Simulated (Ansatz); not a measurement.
The parent structure is MoS₂ in the 2H-MoS2 type structure (space group P6_3/mmc, No. 194; a = 3.1494 Å, c = 12.0915 Å; layered, stacked along the Cartesian z axis).

(Cell as relaxed with PBE-D3(BJ).)

Levels (all Ansatz, an electronic-structure program, PAW, earlier PAW set): PBE-D3(BJ) (420 eV, spin-orbit coupling left out); r2SCAN+rVV10 (500 eV, spin-orbit coupling left out).

Each level relaxes its own structure.

```tsv
base	PBE-D3(BJ)	r2SCAN+rVV10
volume per atom	17.31 Å³	18.08 Å³
lattice parameter a	3.149 Å	3.173 Å
band gap	0.78 eV	1.01 eV
```

It is then changed as follows: a hydrostatic pressure of 60 GPa.

```tsv
quantity	PBE-D3(BJ)	r2SCAN+rVV10
volume per atom	12.06 Å³	(withheld)
c/a ratio	3.631	(withheld)
```

### Question
Given the PBE-D3(BJ) results, estimate those of r2SCAN+rVV10.

### Answer

- volume per atom, r2SCAN+rVV10: 12.48 Å³
- c/a ratio, r2SCAN+rVV10: 3.613

PBE-D3(BJ)'s volume per atom lies 0.42 Å³ below r2SCAN+rVV10's (3.3 %); PBE-D3(BJ)'s c/a ratio lies 0.018 above r2SCAN+rVV10's. Neither level is exact; r2SCAN+rVV10 is the comparison here, not a measurement.

A case with no gap was solved on a k-mesh chosen for an insulator, which is coarse for it. Load acts through the strain it causes; cell and atoms are relaxed under it. Whether these cells are dynamically stable was not tested. Competing high-pressure phases were not computed. The final runs are not spin-polarised.
